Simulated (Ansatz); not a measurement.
System: LiF (P6₃mc, No. 186; start mp-1185301; another space group than a measured phase of this formula). Method: r²SCAN (plane waves, PAW; Ansatz, a program for electronic structure).

Settings: plane-wave cutoff 560 eV, 12×12×8 k mesh (along the axes of the cell as run), Fermi–Dirac smearing 0.01 eV, scalar-relativistic PAW data made under PBE.

The cell is the one relaxed with PBEsol. Conventional cell: a = 3.0957 Å, b = 3.0957 Å, c = 4.8097 Å, α = 90.00°, β = 90.00°, γ = 120.00°.

```xyz
4
Lattice="3.0957 0.0000 0.0000 -1.5478 2.6810 0.0000 0.0000 0.0000 4.8097" Properties=species:S:1:pos:R:3 pbc="T T T"
Li     0.0000     1.7873     1.8390
Li     1.5478     0.8937     4.2439
F      0.0000     1.7873     4.7743
F      1.5478     0.8937     2.3694
```

**Question.** List the 10 lowest band energies at Γ above −25 eV (eV, relative to the valence band maximum), grouping those that round alike.

**Answer.** At Γ: -20.58, -20.35, -2.16, -0.50 (×2), -0.18 (×2), 0.00, 8.51, 13.01.

Note: cell and atoms aren't relaxed at this level (pressure -0.9 GPa).

A start named mp-… is a Materials Project structure, which can be a computed phase never made.
